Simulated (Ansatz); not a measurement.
The reference is Na in the bcc (W type) structure (space group Im-3m, No. 229; a = 4.173 Å; relaxed with 0.1 eV smearing). Axes: x, y, z lie along the cube axes.

The values are results of Ansatz (a first-principles code), PBEsol, PAW, cutoff 420 eV, no spin-orbit coupling, not measurements.

Now apply this change: compressive biaxial strain of 2.50 % in the plane normal to [001], as in epitaxy on a mismatched substrate; the out-of-plane cell vector and the atoms relax.

Question: What does the calculation give for the out-of-plane strain and in-plane stress after the change?

Answer: The out-of-plane strain amounts to +4.80 %; the mean in-plane stress (compression positive) is 0.0 GPa.

No phonon test of stability was made.
